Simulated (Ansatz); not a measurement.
Base system: HfO₂ in the fluorite structure (space group Fm-3m, No. 225; a = 5.098 Å).

(Cell as relaxed with PBE.)

Levels (all Ansatz, a first-principles code, PAW, earlier PAW set): PBE (420 eV, spin-orbit coupling left out); r2SCAN (500 eV, spin-orbit coupling left out).

Each level relaxes its own structure.

| base | PBE | r2SCAN |
|---|---|---|
| volume per atom | 11.04 Å³ | 10.79 Å³ |
| lattice parameter a | 509.8 pm | 505.9 pm |
| band gap | 3.75 eV | 4.30 eV |

It is then changed as follows: cell and atoms relaxed at a pressure of 50 GPa.

```tsv
quantity	PBE	r2SCAN
band gap	4.09 eV	[?]
hole mass	0.28 mₑ along k, 2.8 mₑ across (at X)	[?]
lattice parameter a	485.2 pm	[?]
```

Q: What does r2SCAN give?

A: 
- band gap, r2SCAN: 4.66 eV
- hole mass, r2SCAN: 0.28 mₑ along k, 2.6 mₑ across (at X)
- lattice parameter a, r2SCAN: 483.1 pm

PBE's band gap lies 0.563 eV below r2SCAN's; PBE's lattice parameter a lies 2.1 pm above r2SCAN's (0.4 %). Neither level is exact; r2SCAN is the comparison here, not a measurement.

With Hf present, leaving out spin-orbit coupling can change the band edges. Load acts through the strain it causes; cell and atoms are relaxed under it. Effective masses come from finite differences of ±0.01 Å⁻¹. Along k means along the line from Γ to the band edge. Whether these cells are dynamically stable was not tested. Competing high-pressure phases were not computed. This is not the structure that HfO2 has at room temperature and ambient pressure.
